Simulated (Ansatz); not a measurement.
```yaml
crystal:
  lattice:
    - [0.00000, 2.87265, 2.87265]
    - [2.87265, 0.00000, 2.87265]
    - [2.87265, 2.87265, 0.00000]
  atoms:
    - { symbol: As, position: [0.25000, 0.25000, 0.25000] }
    - { symbol: Ga, position: [0.00000, 0.00000, 0.00000] }
```

At this level the gap is small or closed, and a narrow smearing was used. Dynamical quadrupoles are not included in the interpolation of the phonons between the solved wave vectors.

Problem. By how much do the lattice constants and the volume change from 300 K to 550 K (quasi-harmonic approximation, PBE density-functional theory in Ansatz (plane waves, PAW)), and how far does the bulk modulus soften?

Solution. a by 0.22 %, the volume by 0.67 %; B_T goes from 56.4 to 54.4 GPa. The crystal is held in this phase throughout; melting and phase transitions are not modelled.

Ansatz is a program for electronic structure.
